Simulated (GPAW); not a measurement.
Band structure of SrC2 (R-3m, 3 atoms in the cell).

```
SrC2
1.0
    2.51733     1.45338     2.30666
   -2.51733     1.45338     2.30666
    0.00000    -2.90676     2.30666
Sr C
1 2
Direct
  0.00000   0.00000   0.00000
  0.59155   0.59155   0.59155
  0.40845   0.40845   0.40845
```

Method of the run: LDA (Perdew-Wang 92), GPAW PAW datasets LDA (gpaw-data 1.0.1) (plane waves; GPAW).

Settings: mode = pw; ecut = 950 eV; xc = LDA; kpts = 9 9 9; mesh shift (steps) = 0 0 0; occupations.name = fermi-dirac; occupations.width = 0 eV; nbands = -6; convergence.density = 1e-05 e/electron; convergence.energy = 1e-05 eV/electron; convergence.bands = -4; symmetry.symmorphic = false; symmetry.tolerance = 0.0005; maxiter = 120.

The starting cell comes from a database of computed structures (which also holds hypothetical and non-ambient phases and stackings), without a prior relaxation at this level.

### Question
Predict the gap along the standard path and the places of the band edges.

### Answer
The gap along the path is 1.67 eV, from a point between L and B1|B to Γ; the smallest direct gap on it is 2.47 eV.

Levels in eV from the top of the valence band on the SCF mesh, bands 6 to 13:
```tsv
point	6	7	8	9	10	11	12	13
Γ	-2.52	-2.28	-0.80	-0.80	1.67	1.67	6.12	6.12
L	-4.50	-1.74	-1.03	-1.02	3.64	3.91	5.85	6.36
Z	-4.79	-3.02	-3.02	-0.04	5.53	5.53	7.73	7.73
F	-3.81	-2.45	-1.48	-0.75	2.17	4.65	5.45	6.37
P1	-4.74	-2.97	-2.94	-0.03	5.21	5.45	7.23	7.75
P	-4.74	-2.97	-2.94	-0.03	5.21	5.45	7.23	7.75
```
